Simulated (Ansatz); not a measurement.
These are PBE (plane waves to 420 eV, PAW; Ansatz, a quantum-chemistry and plane-wave program) values and carry that method's errors.

Plane-averaged electrostatic potential energy along the normal, in eV from the Fermi level, for W on a Ru site (middle of the slab) in a 3x3 cell of the 1x1 (0001) surface of hcp Ru:

(z (Å), V (eV)): (5.10, 4.94); (5.38, 4.94); (5.67, 4.94); (5.95, 4.93); (6.23, 4.93); (6.52, 4.91); (6.80, 4.88); (7.08, 4.83); (7.37, 4.71); (7.65, 4.48); (7.93, 4.00); (8.22, 3.03); (8.50, 1.04); (8.78, -3.66); (9.07, -13.82); (9.35, -24.27); (9.63, -27.88); (9.92, -22.07); (10.20, -11.16); (10.48, -3.41); (10.77, -3.44); (11.05, -10.93); (11.33, -21.65); (11.62, -27.73); (11.90, -24.99); (12.18, -15.23); (12.47, -5.25); (12.75, -1.72); (13.03, -4.51); (13.32, -14.24); (13.60, -24.66); (13.88, -28.25); (14.17, -22.54); (14.45, -11.56); (14.73, -3.50); (15.02, -3.10); (15.30, -10.44); (15.58, -21.43); (15.87, -27.77); (16.15, -24.80); (16.43, -14.60); (16.72, -4.17); (17.00, 0.87); (17.28, 2.98); (17.57, 4.00); (17.85, 4.51); (18.13, 4.76); (18.42, 4.88); (18.70, 4.94); (18.98, 4.97); (19.27, 4.98); (19.55, 4.99); (19.83, 4.99); (20.12, 4.99); (20.40, 5.00)

Slab: 36 atoms, 6.3 Å thick at the start (thin: gaps and levels are the slab's own); k 4x4x1, smearing 0.1 eV, dipole-corrected; 9 atoms held, the rest relaxed; held to the start's symmetry, so lower structures may exist; no spin, no spin-orbit, no U.

The vacuum level lies 5.00 eV above the Fermi level over the top face and 4.94 eV above it under the bottom face.
